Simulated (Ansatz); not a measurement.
Take Pt in the fcc (Cu type) structure (space group Fm-3m, No. 225; relaxed with 0.1 eV smearing) as the base.

```
Pt
1.0
    0.00000     1.95989     1.95989
    1.95989     0.00000     1.95989
    1.95989     1.95989     0.00000
Pt
1
Cartesian
  0.00000   0.00000   0.00000
```

Cartesian axes are those of the cell as printed.

Method: Ansatz (a program for electronic structure), PBEsol, PAW, cutoff 420 eV, without spin-orbit coupling.

Now apply this change: an isotropic linear strain of +1.00 %; the atoms relax in the strained cell.

Problem. Predict the stress tensor and what it implies for the stiffness.

Solution. Stress of the strained cell less that of the base (GPa, compression positive):
```
   -7.9     0.0     0.0
    0.0    -7.9     0.0
    0.0     0.0    -7.9
```

Then B = −ΔP/(ΔV/V₀) with ΔV/V₀ = 0.0303 gives secant stiffness values (nonlinear terms included at this strain): B ≈ 259 GPa.

As a check, the harmonic strain energy −½ V₀ Δσ:ε is 11 meV/atom; the computed energy rise is 12 meV/atom.

Whether these cells are dynamically stable was not tested. All final runs are without spin polarisation. Pt lies near a magnetic instability that expansion can trigger; it was not tested.
